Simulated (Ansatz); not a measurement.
## Lu: 2 layers

The reference is Lu in the hcp (Mg type) structure (space group P6_3/mmc, No. 194; a = 3.5043 Å, c = 5.4522 Å). Axes: x lies along a and z along c of the hexagonal cell.

Perturbation: a free-standing slab of 2 layers (2 atoms, 1 a layer) is cut normal to the z axis, with 15 Å of vacuum and the in-plane cell held at bulk.

Computed with Ansatz (an electronic-structure program) r2SCAN, no spin-orbit coupling. Settings: 15×15×1 k-points, 0.05 eV Fermi–Dirac smearing, for the changed cell.

The layer's space group (with vacuum) amounts to P-3m1 (No. 164) and the band gap stays zero. The excess energy per area of both faces (slab less bulk energy over the cell's area: twice a surface energy) comes out as 2.43 J/m² (uncertain by up to 0.03 J/m²) and the thickness between the outermost nuclei is 2.63 Å.

The excess energy carries the mismatch between the slab's and the bulk's meshes. Stability against distortions was not tested.
